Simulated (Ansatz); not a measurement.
Functionals compared on the (321) surface of fcc Sr in its 1x1 cell, outermost plane spacing 0.81 Å in the ideal cut, in Ansatz (plane waves, PAW). The structure was relaxed with PBE; the other rows are single points on it, each with its references at the same level. Cutoff 420 eV (500 eV for r2SCAN).

Model: 14-atom slab, 10.5 Å thick at the start (thin: gaps and levels are the slab's own), 6x4x1 mesh, Fermi-Dirac 0.1 eV, dipole correction, all atoms relaxed; start symmetry kept, larger cells not searched; no spin, no spin-orbit, no U. These notes are the PBE run's.

| functional | surface energy (J/m²) | work function of the top face (eV) | rough cost of the single point |
|---|---|---|---|
| PBE | 0.41 | 2.55 | – |
| LDA | ? | ? | about 4 core-minutes (a rough figure) |
| PBEsol | 0.45 | 2.59 | very roughly 4 core-minutes |
| RPBE | 0.37 | 2.47 | very roughly 4 core-minutes |
| r2SCAN | 0.45 | 2.57 | around 7 core-minutes (rough) |

Question: What belongs in the gaps?

Answer: 
- LDA, surface energy (J/m²): 0.46
- LDA, work function of the top face (eV): 2.69

Ansatz is an electronic-structure program.
